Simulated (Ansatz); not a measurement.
The parent structure is BeSe in the zinc blende structure (space group F-43m, No. 216; a = 5.1289 Å). Axes: x, y, z lie along the cube axes.

Computed with Ansatz (a program for electronic structure), PBEsol, PAW, cutoff 420 eV, no spin-orbit coupling.

Strains are applied to the cell and any free atomic positions relax.

One change was made to it. Results:

The energy rises by 2.8 meV/atom; the valence-band top at Γ (three highest levels, from the VBM) changes from 0.00, 0.00, 0.00 eV to 0.00, -0.11, -0.11 eV; the electron mass changes from 0.84 mₑ along k, 0.26 mₑ across (at X) to 0.80 mₑ along k, 0.26 mₑ across (at X).

**Question.** Which of these changes matches the shifts?
A. uniaxial strain ε_zz = −3.00 %
B. uniaxial strain ε_zz = +0.50 %
C. uniaxial strain ε_zz = +1.50 %
D. uniaxial strain ε_zz = −2.50 %
E. uniaxial strain ε_zz = −2.00 %

**Answer.** E, uniaxial strain ε_zz = −2.00 %. For comparison, the energy relative to the base in the other runs: uniaxial strain ε_zz = +0.50 % gives +0.2 meV/atom; uniaxial strain ε_zz = −3.00 % gives +6.3 meV/atom; uniaxial strain ε_zz = +1.50 % gives +1.5 meV/atom; uniaxial strain ε_zz = −2.50 % gives +4.4 meV/atom.

The levels and masses belong to the bands next to the band gap. Masses are band curvatures over ±0.01 Å⁻¹ around the edge. Along k means along the line from Γ to the band edge. Stability against distortions was not tested.
